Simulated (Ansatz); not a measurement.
**GeRh (model structure, started from the CoSn type, P6/mmm, No. 191, 6 atoms in the cell)**

Computed with PBEsol (PAW; Ansatz, a program for electronic structure).

Settings: plane-wave cutoff 520 eV, 12×12×14 k mesh (along the axes of the cell as run), Fermi–Dirac smearing 0.05 eV, no spin polarisation, scalar-relativistic PAW data made under PBE.

Cell (relaxed at this level):

```
CELL_PARAMETERS angstrom
      5.34645     0.00000     0.00000
     -2.67323     4.63016     0.00000
      0.00000     0.00000     3.94765
ATOMIC_POSITIONS crystal
  Rh 0.50000 0.00000 0.00000
  Rh 0.50000 0.50000 0.00000
  Rh 0.00000 0.50000 0.00000
  Ge 0.00000 0.00000 0.00000
  Ge 0.33333 0.66667 0.50000
  Ge 0.66667 0.33333 0.50000
```

For GeRh (model structure, started from the CoSn type, P6/mmm, No. 191, 6 atoms in the cell), the bulk modulus B0 comes out as 177 GPa.

Note: the run has no spin polarisation, so it can have missed a magnetic state; the bulk modulus is −V dP/dV from two relaxed cells at ±2 % in volume; the relaxation could raise the start's symmetry but not lower it, so the cell can be a saddle point.

A model structure was made by putting elements into a prototype or built by hand; it is no filed structure, need not be a known phase, and can be a saddle point held by its symmetry.
